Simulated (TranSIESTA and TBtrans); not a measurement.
Run with TranSIESTA and TBtrans (open boundaries, self-consistent; PseudoDojo norm-conserving potentials, scalar-relativistic): Spin polarized, PAO.BasisSize DZP, PAO.EnergyShift 0.15 eV, XC.Authors PBE, Mesh.Cutoff 200 Ry, ElectronicTemperature 300 K, TS.Voltage 0.0 eV, TBT.Elecs.Eta 0.001 eV.

System: Si chain with one O atom inserted. Leads: straight Si chain, spacing 2.137 Å. Geometry: 3 atoms about the centre moved by SIESTA (PBE, DZP) to a largest force of 0.03 eV/Å, all others as built, motion along the axis alone.

Q: Give the largest eigenchannel transmissions at the Fermi level (four at most) and the total.

A: Up: 0.67, 0.47, 0.47 (total 1.62); down: 0.68, 0.47, 0.47 (total 1.62). Moments were seeded on the central atoms alone, and one start was tried. The straight chain is held at its spacing; free chains may zigzag or dimerise.
